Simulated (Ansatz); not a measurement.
A computed series for hypothetical P4/nmm Co2Si: response to strain

Base system: Co$_{2}$Si (space group P4/nmm, No. 129; ferromagnetic; a hypothetical phase, not in the database extracts checked).

```
CELL_PARAMETERS angstrom
      3.45465     0.00000     0.00000
      0.00000     3.45465     0.00000
      0.00000     0.00000     5.75099
ATOMIC_POSITIONS crystal
  Co 0.00000 0.00000 0.00000
  Co 0.50000 0.50000 0.00000
  Co 0.50000 0.00000 0.34396
  Co 0.00000 0.50000 0.65604
  Si 0.50000 0.00000 0.73516
  Si 0.00000 0.50000 0.26484
```

Cartesian axes are those of the cell as printed.

Strains are applied to the cell and any free atomic positions relax; under biaxial strain the out-of-plane vector relaxes too.

Level of theory: PBE (Ansatz, a first-principles code; PAW; 420 eV plane waves; no spin-orbit coupling).

Notes on the quantities. pressure: mean of the normal stresses, compression positive.

| variant | pressure | largest site moment | shortest interatomic distance |
|---|---|---|---|
| base | 0.0 GPa | 0.93 μB | 2.250 Å |
| biaxial strain −1.08 %, plane normal [001], relaxed out of plane | 2.0 GPa | 0.86 μB | 2.249 Å |
| biaxial strain +0.31 %, plane normal [001], relaxed out of plane | -0.6 GPa | 0.95 μB | 2.250 Å |
| biaxial strain +2.89 %, plane normal [001], relaxed out of plane | -4.8 GPa | 1.07 μB | 2.251 Å |
| isotropic strain +1.20 % | -6.4 GPa | 1.01 μB | 2.288 Å |

The magnetic state is the one reached from the starting moments; the real material's order can differ, and small cells can't hold many antiferromagnetic ones. Without a gap, meshes like the base's 13×13×8 leave anisotropic stresses uncertain by several tenths of a GPa, and small strain energies with them. Whether these cells are dynamically stable was not tested.
